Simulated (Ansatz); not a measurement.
The reference is GaN in the wurtzite structure (space group P6_3mc, No. 186; a = 3.1518 Å, c = 5.1383 Å). Axes: x lies along a and z along c of the hexagonal cell.

Computed with Ansatz (an electronic-structure program), LDA, PAW, cutoff 420 eV, no spin-orbit coupling.

Now apply this change: tensor shear ε_xz = +2.00 % (engineering shear γ = 0.0400); the atoms relax in the strained cell.

**Question.** Predict the stress tensor and what it implies for the stiffness.

**Answer.** Stress of the strained cell less that of the base (GPa, compression positive):
```
  -0.17    0.00   -3.86
   0.00    0.08    0.00
  -3.86    0.00    0.12
```

Then −Δσ/γ with γ = 2ε = 0.0400 gives secant stiffness values (nonlinear terms included at this strain): C55 ≈ 96 GPa.

As a check, the harmonic strain energy −½ V₀ Δσ:ε is 5.3 meV/atom; the computed energy rise is 5.3 meV/atom.

No phonon test of stability was made.
